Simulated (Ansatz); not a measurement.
The starting structures come from a database of crystals and need not be the phases stable at ambient conditions.

Inside the gap of an insulator the Bloch states are evanescent, with a wavenumber k + iκ along the transport direction.

Here is the system:

```yaml
crystal:
  lattice:
    - [5.79076, 0.00000, 0.00000]
    - [2.89538, 7.30680, 0.00000]
    - [0.00000, 0.00000, 4.76948]
  atoms:
    - { symbol: Li, position: [0.79150, 0.11436, 0.40547] }
    - { symbol: Li, position: [0.20850, 0.88564, 0.40547] }
    - { symbol: Li, position: [0.09414, 0.11436, 0.90547] }
    - { symbol: Li, position: [0.90586, 0.88564, 0.90547] }
    - { symbol: Si, position: [0.50812, 0.29514, 0.90542] }
    - { symbol: Si, position: [0.49188, 0.70486, 0.90542] }
    - { symbol: Si, position: [0.19674, 0.29514, 0.40542] }
    - { symbol: Si, position: [0.80326, 0.70486, 0.40542] }
    - { symbol: O, position: [0.09733, 0.14180, 0.50202] }
    - { symbol: O, position: [0.90267, 0.85820, 0.50202] }
    - { symbol: O, position: [0.76087, 0.14180, 0.00202] }
    - { symbol: O, position: [0.23913, 0.85820, 0.00202] }
    - { symbol: O, position: [0.00000, 0.50000, 0.46364] }
    - { symbol: O, position: [0.50000, 0.50000, 0.96364] }
    - { symbol: O, position: [0.73209, 0.72522, 0.06894] }
    - { symbol: O, position: [0.26791, 0.27478, 0.06894] }
    - { symbol: O, position: [0.54269, 0.72522, 0.56894] }
    - { symbol: O, position: [0.45731, 0.27478, 0.56894] }
```

Space group of this cell: Ccc2. The cell is taken as given; by PBEsol its mean pressure is 2.2 GPa.

Transport runs along the normal of the first two printed cell vectors.

The gap is the functional's own, uncorrected, and κ follows it; spin-orbit coupling is left out. Mid-gap values are interpolated between the computed energies.

Task: Give the band gap and the smallest decay constant κ at mid-gap that PBEsol (Ansatz, a quantum-chemistry and plane-wave program) yields.

Result: Gap 5.30 eV on a 6×6×6 mesh; κ = 0.451 1/Å, at the zone centre.
